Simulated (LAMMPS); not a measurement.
MD from the melt across the composition of Cu (fcc) with a share x of Cu sites Pt; each row has its own temperature.

Computed with classical MD, pair style eam, the elements' _u3.eam files (universal-3 set of Foiles, Baskes and Daw), run in LAMMPS.

| x | volume | state | enthalpy | self-diffusion coefficient of Cu (not corrected for cell size) | T (K) |
|---|---|---|---|---|---|
| 0.25 | 13.882 ± 0.001 Å³/atom | liquid | -3.6889 ± 0.0004 eV/atom | (2.88 ± 0.09) × 10^-5 cm²/s | 1450 |
| 0.5 | 14.620 ± 0.002 Å³/atom | liquid | -4.2279 ± 0.0005 eV/atom | (3.23 ± 0.05) × 10^-5 cm²/s | 1620 |
| 0.75 | 15.487 ± 0.001 Å³/atom | liquid | -4.6807 ± 0.0002 eV/atom | (3.63 ± 0.09) × 10^-5 cm²/s | 1780 |

Caution: a run this short can hold a crystal over, or a liquid under, the potential's own melting point, which these runs don't give.

States go by the mean squared displacement: a species diffuses where it passes 1.5 Å², still rises and gives D over 1e-6 cm²/s; a crystal has left its structure where atoms lie 0.35 Å off their sites on average or a cubic box changes its shape by 3 %, or the axial ratios of another lie 8 % off the starting cell's, which the potential's own relaxation can also do.

Errors of D are the spread over four groups of atoms in one short run; a floor of about 5 %, a picked value, is safer.

Uncertainties are statistical and leave out the potential's own error.
